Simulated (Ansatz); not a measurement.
Where the default PAW files enter, the runs use the earlier of Ansatz's two default sets.

Input:

```
O2Si
1.0
    2.69349     0.00000     0.00000
    0.00000     4.23317     0.00000
    0.00000     0.00000     4.23317
Si O
2 4
Direct
  0.50000   0.50000   0.50000
  0.00000   0.00000   0.00000
  0.00000   0.69316   0.69316
  0.00000   0.30684   0.30684
  0.50000   0.19316   0.80684
  0.50000   0.80684   0.19316
```

Space group of this cell: P4_2/mnm, rutile. The cell is taken as given; by r2SCAN its mean pressure is -9.7 GPa.

Level of theory: r2SCAN (plane waves, PAW; Ansatz, a quantum-chemistry and plane-wave program).

The current runs along the normal of the first two printed vectors; no spin-orbit coupling. Scaled by the factor s: both lengths across the current (ions clamped). Meshes 12×8×8 and 12×8 across the current in all rows.

```csv
s,mean pressure (GPa),slowest mid-gap decay constant κ (1/Å)
0.98,3.9,0.441
1.00,-9.7,0.413
1.02,-20.9,?
```

Task: Take the slope of the slowest mid-gap decay constant κ against ln s from the two given rows, extrapolate to s = 1.02, and say what the run there gives.

Result: Slope = (0.441 − 0.413) / ln 0.98 = -1.39 1/Å. The line gives 0.413 + (-1.39) × ln 1.02 = 0.386 1/Å. The run gives 0.382 1/Å, 0.004 1/Å under the line, 13 % of the predicted step.
